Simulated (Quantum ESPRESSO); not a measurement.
## Quick settings and what they miss: AlNi (Pm-3m, 2 atoms in the cell)

Self-consistent single point.

```
CELL_PARAMETERS angstrom
      2.83168     0.00000     0.00000
      0.00000     2.83168     0.00000
      0.00000     0.00000     2.83168
ATOMIC_POSITIONS crystal
  Al 0.50000 0.50000 0.50000
  Ni 0.00000 0.00000 0.00000
```

Method of the run: PBE, SSSP 1.1.2 efficiency (PBE) pseudopotentials (plane waves; Quantum ESPRESSO 7.5).

Base settings: ecutwfc = 50 Ry; ecutrho = 400 Ry; occupations = smearing; smearing = cold; degauss = 0.0073499 Ry; potentials = {Al: Al.pbe-n-kjpaw_psl.1.0.0.UPF, Ni: ni_pbe_v1.4.uspp.F.UPF}; K_POINTS = automatic 15 15 15 0 0 0; conv_thr = 1e-10 Ry; mixing_beta = 0.7.

Tight run (finer mesh or higher cutoff; not a proven limit): ecutwfc: 50 Ry → 70 Ry; ecutrho: 400 Ry → 560 Ry; conv_thr: 1e-10 Ry → 7.3e-11 Ry; K_POINTS: automatic 15 15 15 0 0 0 → automatic 21 21 21 0 0 0. It gave Fermi level (on the code's own zero) 14.72 eV; pressure 12.06 GPa.

Quick runs, as changes from the base:
- A: the base itself
- B: smearing: cold → fd; degauss: 0.0073499 Ry → 0.0147 Ry; conv_thr: 1e-10 Ry → 7.3e-06 Ry; K_POINTS: automatic 15 15 15 0 0 0 → automatic 4 4 4 0 0 0
- C: ecutwfc: 50 Ry → 35 Ry; ecutrho: 400 Ry → 280 Ry; smearing: cold → gauss; degauss: 0.0073499 Ry → 0.036749 Ry; conv_thr: 1e-10 Ry → 7.3e-06 Ry; K_POINTS: automatic 15 15 15 0 0 0 → automatic 4 4 4 0 0 0
- D: ecutwfc: 50 Ry → 25 Ry; ecutrho: 400 Ry → 200 Ry; K_POINTS: automatic 15 15 15 0 0 0 → automatic 2 2 2 0 0 0
- E: ecutwfc: 50 Ry → 25 Ry; ecutrho: 400 Ry → 200 Ry; K_POINTS: automatic 15 15 15 0 0 0 → automatic 4 4 4 1 1 1
- F: ecutwfc: 50 Ry → 40 Ry; ecutrho: 400 Ry → 320 Ry; smearing: cold → mp; degauss: 0.0073499 Ry → 0.0147 Ry; pseudopotentials: {Al: Al.pbe-n-kjpaw_psl.1.0.0.UPF, Ni: ni_pbe_v1.4.uspp.F.UPF} → {Al: al_lda_v1.uspp.F.UPF, Ni: ni_lda_v1.4.uspp.F.UPF}; K_POINTS: automatic 15 15 15 0 0 0 → automatic 2 2 2 0 0 0 [LDA (PZ)]

Energies are extrapolated to zero smearing width, which holds to low order in the width alone (under cold and Methfessel-Paxton smearing the free energy itself is taken).

Dashes: pressure of B, C, not trusted under this conv_thr with d or f elements; energy of F, another energy zero.

† marks runs with another functional, U, potentials or spin treatment: their distance from the tight run is not a convergence error alone.

The count of work is k-points × plane waves × bands × iterations; it is no time. 

The starting cell comes from a database of computed structures (which also holds hypothetical and non-ambient phases and stackings), without a prior relaxation at this level. Its lattice was rescaled by a random factor within 2.5 % of one. Spin polarisation is off. In the base run, with a pressure of about 12 GPa the cell is away from its equilibrium volume at this level.

```csv
run,energy less tight (meV/atom),pressure less tight (GPa),count of work / tight
A,3.5,-0.06,0.28
B,-27.2,–,0.015
C,135.2,–,0.0096
D,5678.5,-407.55,0.0031
E,5487.0,-392.47,0.0032
F†,–,-11.39,0.0063
```

Among the runs at the tight run's level, the energy misses run from 3.5 to 5678.5 meV/atom.
